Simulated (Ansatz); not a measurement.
Here is the system:

```yaml
crystal:
  lattice:
    - [0.00000, 0.00000, -3.97201]
    - [-2.04142, 2.88700, -1.98601]
    - [2.04142, 2.88700, -1.98601]
  atoms:
    - { symbol: Al, position: [0.00190, 0.99810, 0.99810] }
    - { symbol: As, position: [0.24810, 0.25190, 0.25190] }
```

No spin polarisation.

Calculations: PBEsol (Ansatz, a first-principles code; PAW; 420 eV plane waves; scalar-relativistic without spin-orbit coupling). Γ-centred 10×10×10 mesh, Fermi–Dirac width 0.05 eV.

Estimate the gap character.

Indirect, Γ → T.

What is the computed valence-band top at Γ (three highest levels, from the VBM)?

0.00, -0.19, -0.22 eV.

What is the computed electron mass?

0.86 mₑ along k, 0.24 mₑ across (at T).

A biaxial case was relaxed in a doubled cell and then solved in the primitive one. The cells carry an imposed strain or load. Masses are band curvatures over ±0.01 Å⁻¹ around the edge. Along k means along the line from Γ to the band edge. Stability against distortions was not tested. The cell was made from AlAs in the zinc blende structure (space group F-43m, No. 216) by this change: biaxial strain +1.75 %, plane normal [110], relaxed out of plane.
